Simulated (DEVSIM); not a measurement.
System: Schottky contact on p-type Si, at 300 K.

Layer 1 from the left is Si, thickness (μm) 14.0, Na (cm⁻³) 1.5e16, τn (s) 0.00064, τp (s) 0.00064.

Left contact: Schottky, work function 4.484 eV, emission velocity 1e7 cm/s. Right contact: ohmic. Voltage is applied to the left contact. Recombination: SRH at mid-gap, radiative. Gap narrowing is on: ΔEg = 6.92 meV × (l + √(l² + 0.5)), l = ln(N/1.3e17 cm⁻³), shared equally by both band edges. Mobility is constant in doping.

Constants are typed, rounded textbook-type inputs, not results; the design itself was drawn at random and stands for no fabricated device. Values at 300 K.

Si: gap (eV) 1.124, affinity (eV) 4.05, permittivity 11.7, Nc (cm⁻³) 2.86e19, Nv (cm⁻³) 3.1e19, μn (cm²/Vs) 1417, μp (cm²/Vs) 470, B (cm³/s) 4.7e-15.

Model (solved in DEVSIM): 1D drift-diffusion, Boltzmann statistics, complete ionisation; no tunnelling, impact ionisation, image-force lowering or self-heating. Metal contacts follow the ideal Schottky-Mott rule: no Fermi-level pinning, no interface dipoles.

Dark forward current:

```
|V| (V)  |J| (A/cm²)
-------  -----------
0.05       0.0005093
0.10        0.003938
0.15         0.02692
0.20          0.1787
0.25           1.127
0.30           5.862
0.35           19.69
0.40           42.83
0.45           71.65
0.50           103.7
0.55           137.6
0.60           172.7
0.65           208.8
0.70           245.4
0.75           282.5
0.80           320.0
0.85           357.8
0.90           395.8
0.95           434.0
1.00           472.4
1.05           511.0
1.10           549.6
1.15           588.4
1.20           627.3
1.25           666.3
1.30           705.3
```

Q: Work out the local ideality factor n = ΔV / (kT/q · ln(J2/J1)) between the rows 0.15 and 0.20 V, 1.25 and 1.30 V.

A: kT/q = 25.85 mV. From 0.15 to 0.20 V: ln(0.1787/0.02692) = 1.893, n = 1.02, near the 1 of diffusion or emission over a barrier. From 1.25 to 1.30 V: ln(705.3/666.3) = 0.057, n = 34.00; the layers' resistance at their doping, Σ W/(qμN) = 0.0012 Ω cm², would take 48 mV of this step of 50 mV.

Q: Estimate the current at 0.20 V for emission alone, J0 = q v N_band exp(−φB/kT), and read the barrier back from the simulated current.

A: φB = 0.690 eV, N_band = 3.10e19 cm⁻³, J0 = 0.000127 A/cm²; J = J0 (exp(qV/kT) − 1) = 0.291 A/cm². The simulation gives 0.179 A/cm²; the estimate lies 63 % above. Read backwards, the simulated current gives an apparent barrier of 0.703 eV. The estimate leaves out transport through the depletion region and minority injection.
